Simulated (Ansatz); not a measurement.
# Effect of isotropic strain −1.00 % on Li

Take Li in the bcc (W type) structure (space group Im-3m, No. 229; a = 3.4343 Å; relaxed with 0.1 eV smearing) as the base.

It is then changed as follows: the cell is scaled by 0.9900 in all directions, atoms relaxed at fixed cell.

Level of theory: PBEsol (Ansatz, an electronic-structure program, PAW, spin-orbit coupling left out). Settings: 27×27×27 k-points, 0.1 eV Fermi–Dirac smearing.

```json
[
 {"quantity": "space group", "base": "Im-3m (No. 229)", "changed": "Im-3m (No. 229)", "shift": "–"},
 {"quantity": "shortest interatomic distance", "base": "2.974 Å", "changed": "2.944 Å", "shift": "-0.030 Å"},
 {"quantity": "energy relative to the base (free energy F)", "base": "0 meV/atom", "changed": "+0.8 meV/atom", "shift": "+0.8 meV/atom"},
 {"quantity": "band gap", "base": "zero", "changed": "zero", "shift": "–"}
]
```

No phonon test of stability was made.
